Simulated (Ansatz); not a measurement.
Reference: BN (F-43m), r2SCAN, rigid bands (plane waves, PAW, scalar-relativistic; Ansatz, a first-principles code); axes and stresses refer to this cell.

```xyz
2
Lattice="0.0000 1.8028 1.8028 1.8028 0.0000 1.8028 1.8028 1.8028 0.0000" Properties=species:S:1:pos:R:3 pbc="T T T"
B      0.0000     0.0000     0.0000
N      0.9014     0.9014     0.9014
```

The band gap comes out as 5.01 eV, the Seebeck coefficient, p-type 1e19 cm⁻³ is 395 μV/K and the Seebeck coefficient, n-type 1e19 cm⁻³ comes out as -281 μV/K.

**Question.** Change: uniaxial stress along [110] of -9 GPa (compression positive). What happens to band gap, Seebeck coefficient, p-type 1e19 cm⁻³, Seebeck coefficient, n-type 1e19 cm⁻³?

**Answer.** band gap falls to 4.85 eV; Seebeck coefficient, p-type 1e19 cm⁻³ drops to 359 μV/K; Seebeck coefficient, n-type 1e19 cm⁻³ decreases in size to -203 μV/K.

Seebeck coefficients are for the stated density at 300 K, with one relaxation time for all states and whether or not that doping can be reached. Spin-orbit coupling is left out unless a row names it. Stresses and pressures are the targets of the relaxation.  The structure type is held under load, also where the real crystal would transform.
